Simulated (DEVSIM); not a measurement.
Structure: Schottky contact on n-type GaN, at 300 K.

Layer 1 from the left is GaN, thickness (μm) 3.40, Nd (cm⁻³) 1.6e17, τn (s) 2.2e-8, τp (s) 2.2e-8.

Left contact: Schottky, work function 5.22 eV, emission velocity 2.8e6 cm/s. Right contact: ohmic. Voltage is applied to the left contact. Recombination: SRH at mid-gap. Mobility is μmin + (μ − μmin)/(1 + (N/Nref)^α).

Constants are typed, rounded textbook-type inputs, not results; the design itself was drawn at random and stands for no fabricated device. Values at 300 K.

GaN: gap (eV) 3.43, affinity (eV) 4.1, permittivity 9.5, Nc (cm⁻³) 2.3e18, Nv (cm⁻³) 4.6e19, μn (cm²/Vs) 1200, μp (cm²/Vs) 100, μn,min 55, μp,min 3, Nref,n 2e17, Nref,p 3e17, αn 1, αp 2.

### Question
Estimate by hand the built-in potential, the peak field at zero bias, the capacitance at -0.6 V, and compare with a numerical solution.

### Answer

- Built-in potential: barrier φB = 1.120 eV; Vbi = φB − kT/q ln(N_band/N) = 1.051 V; numerical 1.051 V.
- Peak field at zero bias: depletion approximation: W = √(2εVbi/(qN)) = 0.0831 μm with N = 1.60e17 cm⁻³; field = 2Vbi/W = 253000 V/cm; numerical 248000 V/cm (estimate above by 1.9 %).
- Capacitance at -0.6 V: C = √(qεN / 2(Vbi + |V|)) = 80.8 nF/cm²; numerical 81.4 nF/cm² (estimate below by 0.78 %).

Simulated with DEVSIM: 1D drift-diffusion, Boltzmann statistics, complete ionisation; no tunnelling, impact ionisation, image-force lowering or self-heating. Metal contacts follow the ideal Schottky-Mott rule: no Fermi-level pinning, no interface dipoles.
